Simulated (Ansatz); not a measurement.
Start from ZnSe in the zinc blende structure (space group F-43m, No. 216; a = 5.7330 Å).

All numbers come from PBE/PAW in Ansatz (a first-principles code), spin-orbit coupling left out, earlier PAW set.

For the base:

* **Lattice parameter a**: 5.733 Å

The change: full substitution Se → S; the structure is relaxed again.

Estimate the effect on the lattice parameter a.

The lattice parameter a falls by 0.289 Å to 5.444 Å.

Stability against distortions was not tested.
